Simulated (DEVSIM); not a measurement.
Structure: abrupt GaAs n-p junction, at 400 K.

Layer 1 from the left is GaAs, thickness (μm) 0.260, Nd (cm⁻³) 1.2e16, τn (s) 4.1e-10, τp (s) 4.1e-10. Layer 2 from the left is GaAs, thickness (μm) 0.660, Na (cm⁻³) 3.6e16, τn (s) 4.1e-10, τp (s) 4.1e-10.

Left contact: ohmic. Right contact: ohmic. Voltage is applied to the left contact. Recombination: SRH at mid-gap, radiative. Mobility is μmin + (μ − μmin)/(1 + (N/Nref)^α).

Constants are typed, rounded textbook-type inputs, not results; the design itself was drawn at random and stands for no fabricated device. Values at 300 K; Nc and Nv go as T^1.5, mobilities as T to minus their exponent, the gap by Varshni's rule with the affinity fixed.

GaAs: gap (eV) 1.424, affinity (eV) 4.07, permittivity 12.9, Nc (cm⁻³) 4.7e17, Nv (cm⁻³) 9e18, μn (cm²/Vs) 8500, μp (cm²/Vs) 400, μn,min 500, μp,min 20, Nref,n 6e16, Nref,p 1.5e17, αn 0.39, αp 0.38, T exponent of μn 2.1, T exponent of μp 2.2, B (cm³/s) 2e-10, Varshni α (eV/K) 0.000541, Varshni β (K) 204.

Model (solved in DEVSIM): 1D drift-diffusion, Boltzmann statistics, complete ionisation; no tunnelling, impact ionisation, image-force lowering or self-heating.

What does the simulation give for the potential step across the device at zero bias, the dark forward voltage at 1 A/cm², the dark forward voltage at 100 A/cm², the largest field in the device at zero bias?

potential step across the device at zero bias 1.031 V; dark forward voltage at 1 A/cm² 0.720 V; dark forward voltage at 100 A/cm² 0.899 V; largest field in the device at zero bias 50000 V/cm.
